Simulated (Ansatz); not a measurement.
The starting structures come from a database of crystals and need not be the phases stable at ambient conditions.

 Where the default PAW files enter, the runs use the earlier of Ansatz's two default sets.

Evanescent states of CaTiO₃ (I4/mcm, not sure to be the ambient phase, 10 atoms a cell, 11.2 Å³ an atom, -3 GPa at this level) along the normal of (100)

Level of theory: PBEsol (plane waves, PAW; Ansatz, an electronic-structure program).

The gap is the functional's own. No spin-orbit coupling. Mid-gap values are interpolated on the energy grid.

Energies count from the valence-band top; κ is the least over a 6×4 mesh across the current.

```tsv
E (eV)	κ (1/Å)	where
0.06	0.094	Γ
0.18	0.131	Γ
0.30	0.157	Γ
0.42	0.177	Γ
0.54	…	Γ
0.66	…	Γ
0.78	…	Γ
0.90	…	Γ
1.02	…	Γ
1.14	…	Γ
1.26	…	Γ
1.38	…	Γ
1.50	…	Γ
1.62	…	Γ
1.74	…	Γ
1.86	0.213	Γ
1.98	0.198	Γ
2.10	0.177	Γ
2.22	0.148	Γ
```

Problem. Complete the blanks.

Solution. 
- 0.54, κ (1/Å): 0.193
- 0.66, κ (1/Å): 0.207
- 0.78, κ (1/Å): 0.217
- 0.90, κ (1/Å): 0.225
- 1.02, κ (1/Å): 0.231
- 1.14, κ (1/Å): 0.236
- 1.26, κ (1/Å): 0.238
- 1.38, κ (1/Å): 0.238
- 1.50, κ (1/Å): 0.236
- 1.62, κ (1/Å): 0.231
- 1.74, κ (1/Å): 0.224
